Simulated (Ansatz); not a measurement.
A constructed model of the (100) surface of fcc Ni, ferromagnetic, a layer of Ru in place of the second plane (bottom of the slab: a bare face, its two planes held)

Method: PBE (plane waves to 420 eV, PAW; Ansatz, an electronic-structure program).

Model: 6-atom slab, 9.1 Å thick at the start (thin: gaps and levels are the slab's own), 15x15x1 mesh, Fermi-Dirac 0.1 eV, dipole correction, 2 atoms held, the rest relaxed; held to the start's symmetry, so lower structures may exist; spin-polarised, ending with about 2.7 μB a cell; orders that need a larger cell were not tried, no spin-orbit, no U. It is one candidate, not shown to be the stable structure of the face.

| Quantity | Value |
|---|---|
| work function of the top face | 4.84 eV |
| energy released by relaxation | 0.022 eV |
| magnetic moment of the cell | 2.65 μB |
| cost | around 9 core-minutes (rough) |
